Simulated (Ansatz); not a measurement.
# What pressure −1 GPa does to HgTe

Take HgTe in the zinc blende structure (space group F-43m, No. 216; a = 6.651 Å) as the base.

Modification: a negative pressure, −1 GPa.

Calculations: PBE, PAW, 420 eV (Ansatz, a quantum-chemistry and plane-wave program; spin-orbit coupling left out). Settings: 12×12×12 k-points, 0.05 eV Fermi–Dirac smearing.

The volume per atom goes up by 1.20 Å³, from 36.77 Å³ to 37.97 Å³ and the density shrinks by 0.23 g/cm³ (7.41 g/cm³ → 7.18 g/cm³). The lattice parameter a goes up by 0.1356 bohr, from 12.568 bohr to 12.703 bohr and the shortest interatomic distance goes up by 0.059 bohr (5.442 bohr → 5.501 bohr). The enthalpy H = E + PV relative to the base's energy is -0.23 eV/atom and the band gap stays zero.

Cost of the whole job for the changed cell (relaxation, final SCF and bands): around 50 core-seconds (rough).

With Hg and Te present, leaving out spin-orbit coupling can change the band edges. Load acts through the strain it causes; cell and atoms are relaxed under it. No phonon test of stability was made. All final runs are without spin polarisation. The zero or small gap of HgTe can change with the level of theory.
